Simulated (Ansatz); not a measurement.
Start from SiO2 in the rutile structure (space group P4_2/mnm, No. 136; a = 4.236 Å, c = 2.690 Å).

Level of theory: PBE (Ansatz, an electronic-structure program; PAW; 420 eV plane waves; spin-orbit coupling left out).

Base values:

```
Property               Value
---------------  -----------
Volume per atom      8.05 Å³
Gap character    direct at Γ
```

Now apply this change: hydrostatic tension (pressure −2 GPa).

**Question.** What does the calculation give for the volume per atom after the change?

**Answer.** The volume per atom rises by 0.06 Å³ to 8.11 Å³.

**Question.** Predict the new gap character.

**Answer.** The gap character is still direct at Γ.

Load acts through the strain it causes; cell and atoms are relaxed under it. Stability against distortions was not tested.
